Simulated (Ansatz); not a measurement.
AgNO3 (R3c, No. 161; cell taken from a computed entry) was calculated with r²SCAN (Ansatz, a program for electronic structure, plane waves, PAW).

Settings: plane-wave cutoff 500 eV, 10×10×10 k mesh, Fermi–Dirac smearing 0.05 eV, no spin polarisation, scalar-relativistic PAW data made under PBE.

Cell (relaxed at this level):

```cif
data_Ag6N6O18
_chemical_formula_sum 'Ag6 N6 O18'
_space_group_name_H-M_alt 'R3c :H'
_space_group_IT_number 161
_space_group_name_Hall 'R 3 -2"c'
_cell_length_a 5.15564
_cell_length_b 5.15564
_cell_length_c 16.39345
_cell_angle_alpha 90.000
_cell_angle_beta 90.000
_cell_angle_gamma 120.000
loop_
_atom_site_label
_atom_site_type_symbol
_atom_site_symmetry_multiplicity
_atom_site_Wyckoff_symbol
_atom_site_fract_x
_atom_site_fract_y
_atom_site_fract_z
_atom_site_occupancy
Ag1 Ag 6 a 0.00000 0.00000 0.00213 1
N1 N 6 a 0.00000 0.00000 0.27727 1
O1 O 18 b 0.06134 0.26848 0.27791 1
```
(The calculation used a cell of 10 atoms; values per cell refer to that cell.)

Task: Estimate the band gap that the calculation returns.

Result: 
- band gap: 2.22 eV (on the SCF k mesh)

Note: the relaxation could not lower the start's symmetry, so the cell can be a saddle point above a distorted one.

Spin–orbit coupling is not included.

Static lattice: no zero-point or thermal effects.

Computing time: roughly 25 core-minutes.
